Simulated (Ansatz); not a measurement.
**ScIr3, response to strain**

Consider ScIr₃ in the Cu3Au type structure (space group Pm-3m, No. 221; a cell from a computed database, its experimental status unchecked; relaxed with 0.1 eV smearing).

```xyz
4
Lattice="3.8971 0.0000 0.0000 0.0000 3.8971 0.0000 0.0000 0.0000 3.8971" Properties=species:S:1:pos:R:3 pbc="T T T"
Sc     0.0000     0.0000     0.0000
Ir     0.0000     1.9485     1.9485
Ir     1.9485     0.0000     1.9485
Ir     1.9485     1.9485     0.0000
```

Cartesian axes are those of the cell as printed.

Strains are applied to the cell and any free atomic positions relax.

Computed with Ansatz (a quantum-chemistry and plane-wave program), PBEsol, PAW, cutoff 420 eV, no spin-orbit coupling.

Candidates:
(a) tensor shear ε_xy = −0.92 %
(b) tensor shear ε_xy = −2.57 %
(c) isotropic strain +4.08 %

Notes on the quantities. energy relative to the base: free energy F.

Problem. Order them by energy relative to the base, lowest first.

Solution. (a) tensor shear ε_xy = −0.92 % (+2.9 meV/atom), (b) tensor shear ε_xy = −2.57 % (+23 meV/atom), (c) isotropic strain +4.08 % (+161 meV/atom)

Stability against distortions was not tested. The final runs are not spin-polarised.
